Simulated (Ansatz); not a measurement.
hcp Tb, treated with BLYP (Ansatz, a first-principles code, PAW).

Settings: plane-wave cutoff 520 eV, 18×18×10 k mesh (along the axes of the cell as run), Fermi–Dirac smearing 0.05 eV, spin-polarised with parallel moments, scalar-relativistic PAW data made under PBE.

Energies at three volumes about the minimum:

```
V (Å³/atom)  E − E_lowest (meV/atom)
-----------  -----------------------
33.460                          1.12
34.143                          0.00
34.826                          0.98
```

**Question.** Fit a parabola by hand: where is the minimum, and what is the bulk modulus?

**Answer.** Slopes: (0.00 − 1.12)/(34.143 − 33.460) = -1.640 and (0.98 − 0.00)/(34.826 − 34.143) = 1.435 meV/Å³. Curvature E″ = 2 × (1.435 − (-1.640))/(34.826 − 33.460) = 4.502 meV/Å⁶. From the middle of the first interval, the slope vanishes at V0 = 33.8015 − (-1.640)/4.502 = 34.166 Å³/atom. B = V0 E″ = 34.166 × 4.502 meV/Å³ × 0.1602 GPa per meV/Å³ = 24.6 GPa. The full Birch–Murnaghan fit to all volumes gives V0 = 34.154 Å³/atom and B0 = 24.5 GPa.

Shape and atoms are relaxed at each volume.

Measured, for comparison: bulk modulus 38.7 GPa (room temperature, not corrected to a static lattice; as tabulated in Wikipedia's data pages); equilibrium volume per atom 32.07 Å³/atom (room temperature, not corrected to a static lattice; as tabulated in Söderlind et al. (2014), doi:10.1088/0953-8984/26/41/416001). Computed (rounded) less measured: bulk modulus -37 %, equilibrium volume per atom +6.5 %.

Note: the 4f shell is treated without U or exact exchange, so its levels and filling can be wrong; the collinear magnetic order is the start's and need not be the measured one; the bulk modulus comes from volumes at which shape and atoms were relaxed.
